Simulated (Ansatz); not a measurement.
Structures of equal composition on the (0001) surface of hcp Ru: a pseudomorphic layer of Nb in the host's stacking; a pseudomorphic layer of Nb in the other hollow. The slabs share one bottom face, and each structure is named by its start. These are constructed structures in small cells; real faces may alloy, dewet or reconstruct in larger ones, and not all known structures of the face are among them. Slabs of about 11 Å, Fermi-Dirac smearing of 0.1 eV. Bottom of the slabs: a bare face, its two planes held. Relaxed from the named starts with such symmetry as they have, on meshes of like density; energies extrapolated to zero smearing; spin only where a row says so; no spin-orbit coupling, no U. Brackets mark spin-polarised runs, whose order is one that fits the cell.

All values below come from PBE (plane waves to 420 eV, PAW; Ansatz, a program for electronic structure).

Problem. Put the candidates in order of energy per 1x1 cell, lowest first, for PBE.

Solution. a pseudomorphic layer of Nb in the host's stacking (0.000 eV), a pseudomorphic layer of Nb in the other hollow (0.048 eV)
